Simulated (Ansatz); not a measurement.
CsCl-type FeAl was calculated with PBEsol (PAW; Ansatz, a program for electronic structure).

Settings: plane-wave cutoff 500 eV, 18×18×18 k mesh, Fermi–Dirac smearing 0.1 eV, no spin polarisation, scalar-relativistic PAW data made under PBE.

Computed at the level's own relaxed cell.

Task: Estimate the equilibrium volume per atom and lattice parameter a that the calculation returns.

Result: 
equilibrium volume per atom: 11.48 Å³/atom
lattice parameter a: 2.842 Å

Measured, for comparison: equilibrium volume per atom 12.32 Å³/atom, lattice constant a 2.910 Å (room temperature, not corrected to a static lattice; as tabulated in Liu et al. (2023), doi:10.1107/s2414314623010659). Computed (rounded) less measured: equilibrium volume per atom -6.8 %, lattice constant a -2.3 %.

Static lattice: no zero-point or thermal effects.

Cost on a shared machine: roughly 40 core-seconds.
